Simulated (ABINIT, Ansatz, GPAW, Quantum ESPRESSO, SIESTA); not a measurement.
One structure in several programs: PdRh (R-3m, 2 atoms in the cell)

Self-consistent single point.

```yaml
crystal:
  lattice:
    - [1.35660, 0.78323, 4.42152]
    - [-1.35660, 0.78323, 4.42152]
    - [0.00000, -1.56646, 4.42152]
  atoms:
    - { symbol: Pd, position: [0.00000, 0.00000, 0.00000] }
    - { symbol: Rh, position: [0.50000, 0.50000, 0.50000] }
```

All programs got the same cell, k-point mesh and kind of occupations (in Ansatz's words: kpoints.mp_grid.grid = 14 14 14; scf.occupations.method = gaussian; scf.occupations.width = 0.05 eV); potentials, basis and cutoffs are each program's usual ones.

```json
[
 {"code": "Quantum ESPRESSO", "model": "PBEsol, GBRV 1.5 ultrasoft (PBESOL) pseudopotentials", "pressure (GPa)": "-1.68", "k-points": "288", "cutoff": "40 Ry"},
 {"code": "SIESTA", "model": "GGA PBEsol, numerical atomic orbitals DZP, PseudoDojo PBEsol standard norm-conserving potentials (rewritten from UPF to PSML)", "pressure (GPa)": "0.45", "k-points": "1484", "cutoff": "grid 300 Ry"},
 {"code": "Ansatz", "model": "PBEsol, PAW files made with PBE", "pressure (GPa)": "-1.53", "k-points": "288", "cutoff": "420 eV"},
 {"code": "GPAW", "model": "PBEsol, GPAW PAW datasets PBEsol (made by gpaw-setup)", "pressure (GPa)": "-0.17", "k-points": "288", "cutoff": "550 eV"},
 {"code": "ABINIT", "model": "PBEsol, PAW (JTH v2.0 PBE PAW, files made for PBE)", "pressure (GPa)": "-1.67", "k-points": "288", "cutoff": "24 Ha"}
]
```

The spread over the programs that give each value: pressure within 2.13 GPa.

The starting cell comes from a database of computed structures (which also holds hypothetical and non-ambient phases and stackings), without a prior relaxation at this level. Its lattice was rescaled by a random factor within 2.5 % of one. On Ansatz's run: Spin polarisation is off.

Q: Why do the programs differ, and what cannot be compared?

A: Differences of this kind can come from the potentials, where these differ, and from what each basis and cutoff leave unconverged. The valence holds different numbers of electrons (Quantum ESPRESSO 31, SIESTA 35, Ansatz (a first-principles code) 35, GPAW 31, ABINIT 35). The zero of total energies and Fermi levels follows the potentials and each program's conventions, so they are not compared here. SIESTA uses small atom-centred bases, whose incompleteness enters pressures, forces and empty levels differently from a plane-wave cutoff. Ansatz's pressure is given at a fixed set of plane waves, as the other plane-wave codes print theirs; with its correction for the finite basis it is -1.46 GPa. The programs reduce the same mesh by symmetry to different extents, which changes the work and not the result. In the pressure, SIESTA (by 2.05) and GPAW (by 1.43) lie more than 1 GPa from the median of the plane-wave programs.

Left out of this page: Elk and FLEUR (not drawn, or without a comparable value).

Keys are those of Ansatz 0.2.
